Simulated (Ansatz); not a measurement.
Base system: ScBi in the zinc blende structure (space group F-43m, No. 216; a = 6.641 Å; a hypothetical phase, not in the database extracts checked). Axes: x, y, z lie along the cube axes.

Method: PBEsol/PAW in Ansatz (an electronic-structure program), no spin-orbit coupling.

A first run, uniaxial strain ε_yy = +0.94 %, gives secant values C11 ≈ 41 GPa and C12 ≈ 38 GPa from its stress. A second run applies biaxial strain +2.89 %, plane normal [001], relaxed out of plane.

**Question.** What does linear elasticity predict for −ε⊥/ε∥ in the second run, and what does the run give?

**Answer.** Linear elasticity: 2 C12/C11 = 1.85. The run gives 2.17; any difference comes from nonlinear terms at these strains and numerical noise.

Stability against distortions was not tested. The final runs are not spin-polarised.
